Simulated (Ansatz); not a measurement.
A computed series for Ge: pressure series

Base system: Ge (space group I4_1/amd, No. 141; a cell from a computed database, its experimental status unchecked).

```
CELL_PARAMETERS angstrom
     -2.55925     2.55925     1.40050
      2.55925    -2.55925     1.40050
      2.55925     2.55925    -1.40050
ATOMIC_POSITIONS crystal
  Ge 0.00000 0.00000 0.00000
  Ge 0.75000 0.25000 0.50000
```

Cell and atoms are relaxed at each pressure.

The values are results of PBEsol (Ansatz, a program for electronic structure, PAW, spin-orbit coupling left out), not measurements.

Notes on the quantities. enthalpy: H = E + PV relative to the base's energy.

| variant | lattice parameter a | enthalpy | c/a ratio |
|---|---|---|---|
| base | 5.119 Å | – | 0.547 |
| pressure −2 GPa | 5.161 Å | -0.23 eV/atom | 0.548 |
| pressure −1 GPa | 5.139 Å | -0.12 eV/atom | 0.548 |
| pressure 0.3 GPa | (withheld) | +0.03 eV/atom | 0.547 |
| pressure 0.7 GPa | 5.105 Å | +0.08 eV/atom | 0.547 |
| pressure 1.5 GPa | 5.090 Å | +0.17 eV/atom | 0.547 |
| pressure 3 GPa | 5.062 Å | +0.34 eV/atom | 0.546 |
| pressure 5 GPa | 5.028 Å | +0.56 eV/atom | 0.546 |
| pressure 7.5 GPa | 4.988 Å | +0.82 eV/atom | 0.546 |
| pressure 10 GPa | 4.953 Å | +1.09 eV/atom | 0.546 |

Q: Some entries are withheld; estimate them.

A: 
- pressure 0.3 GPa, lattice parameter a: 5.113 Å

Load acts through the strain it causes; cell and atoms are relaxed under it. Whether these cells are dynamically stable was not tested. Competing high-pressure phases were not computed. The base started in Imma and relaxed to I4_1/amd at this level. This is not the structure that Ge has at room temperature and ambient pressure.
